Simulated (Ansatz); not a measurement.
We consider L1₂ (Cu3Au-type) Ni3Si, described by LDA in Ansatz (plane waves, PAW).

Numerical settings: plane-wave cutoff 520 eV, 16×16×16 k mesh, Fermi–Dirac smearing 0.05 eV, no spin polarisation, scalar-relativistic PAW data made under PBE.

Results at a series of volumes:

```
V (Å³/atom)  E − E_lowest (meV/atom)  P (GPa)
-----------  -----------------------  -------
9.462                          33.45    18.69
9.664                          14.39    11.78
9.865                           3.53     5.62
10.066                          0.00     0.11
10.268                          3.00    -4.80
10.469                         11.84    -9.18
10.670                         25.88   -13.09
```

Problem. What bulk modulus B0 and pressure derivative B′ does a third-order Birch–Murnaghan fit give?

Solution. V0 = 10.071 Å³/atom, B0 = 259 GPa, B′ = 4.7 (fit to the energies at full precision).

Measured, for comparison: equilibrium volume per atom 10.81 Å³/atom (temperature not stated, no zero-point or thermal correction; as tabulated in Metallic Nickel Silicides: Experiments and Theory for NiSi and First Principles …). Computed less measured: equilibrium volume per atom -6.8 %.

Static lattice: no zero-point or thermal effects.

The result took roughly 2.4 core-minutes.

Ansatz is a first-principles code.
